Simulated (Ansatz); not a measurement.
# RuAl (Pm-3m): band-structure transport figures

Given:

```yaml
crystal:
  lattice:
    - [2.96756, 0.00000, 0.00000]
    - [0.00000, 2.96756, 0.00000]
    - [0.00000, 0.00000, 2.96756]
  atoms:
    - { symbol: Al, position: [0.00000, 0.00000, 0.00000] }
    - { symbol: Ru, position: [0.50000, 0.50000, 0.50000] }
```

The numbers are results of PBEsol, rigid bands (plane waves, PAW, scalar-relativistic; Ansatz, an electronic-structure program), not measurements. Condition of this run: hydrostatic pressure 2 GPa (the target of the relaxation). Geometry: cell and atoms relaxed with PBEsol, then loaded as said.

```json
{
  "density of states at the Fermi level": "1.57 states/(eV·cell), both spins",
  "bare Sommerfeld coefficient": "1.85 mJ/(mol of atoms·K²)",
  "drude_plasma_energy": "7.9 eV",
  "root-mean-square Fermi velocity": "6.3e5 m/s",
  "resistivity times τ": "7.8 ×10⁻²² Ω·m·s"
}
```

A metal at this level (no band gap); rigid bands, thermally averaged at 300 K, both spins. Spin-orbit coupling is left out. τ is one relaxation time for all states.
